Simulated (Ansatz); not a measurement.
The parent structure is HfO2 in the CdI2 type structure (space group P-3m1, No. 164; a = 3.227 Å, c = 4.556 Å; a hypothetical phase, not in the database extracts checked; layered, stacked along the Cartesian z axis).

Levels (all Ansatz, a first-principles code, PAW): r2SCAN+rVV10 (500 eV, no spin-orbit coupling); HSE06+SOC (420 eV, noncollinear with spin-orbit coupling).

The geometry is relaxed with r2SCAN+rVV10.

- r2SCAN+rVV10 band gap: 4.92 eV

Task: Predict the band gap from HSE06+SOC.

Result: The band gap increases by 1.20 eV (4.92 eV → 6.12 eV).

Single points use the geometry relaxed with r2SCAN+rVV10. HSE06 gaps are upper bounds (no full band path). The spin-orbit shifts are approximate. Spin-orbit coupling, missing from the scalar runs, can matter with Hf. No phonon test of stability was made.
